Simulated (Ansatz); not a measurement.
Cubic perovskite KNiF3, treated with PBEsol-D3(BJ) (plane waves, PAW; Ansatz, an electronic-structure program).

Settings: plane-wave cutoff 520 eV, 8×8×8 k mesh, Fermi–Dirac smearing 0.01 eV, spin-polarised with parallel moments, scalar-relativistic PAW data made under PBE.

Response to compression and expansion:

```tsv
V (Å³/atom)	P (GPa)	direct gap at Γ (eV)	smallest gap on the k mesh (eV)
11.797	6.46	1.554	0.237
12.048	4.05	1.516	0.292
12.299	1.91	1.480	0.344
12.550	0.00	1.446	0.392
12.801	-1.71	1.415	0.438
13.052	-3.22	1.385	0.481
13.303	-4.58	1.358	0.521
```

The fundamental gap (0.39 eV at the equilibrium volume, with added k points) lies elsewhere than Γ–Γ.

Note: the magnetic order was assumed, not searched for or taken from measurement; without U or exact exchange, gaps and moments of open d shells tend to come out too small.
